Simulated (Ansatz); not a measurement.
Take CsBr in the CsCl type structure (space group Pm-3m, No. 221; a = 4.323 Å) as the base. Axes: x, y, z lie along the cube axes.

The values are results of Kohn–Sham DFT with the r2SCAN functional, run in Ansatz (a first-principles code) with PAW and 500 eV plane waves, scalar-relativistic without spin-orbit coupling, not measurements.

Base values:

| Item | Value |
|---|---|
| Band gap | 5.19 eV |

It is then changed as follows: a free-standing slab of 3 layers (6 atoms, 2 a layer) is cut normal to [110], with 15 Å of vacuum and the in-plane cell held at bulk.

Q: What happens to the valence-band top at Γ and band gap?

A: The valence-band top at Γ (three highest levels, from the VBM) comes out as 0.00, -0.05, -0.34 eV; the band gap shrinks by 0.62 eV, from 5.19 eV to 4.57 eV.

No phonon test of stability was made.
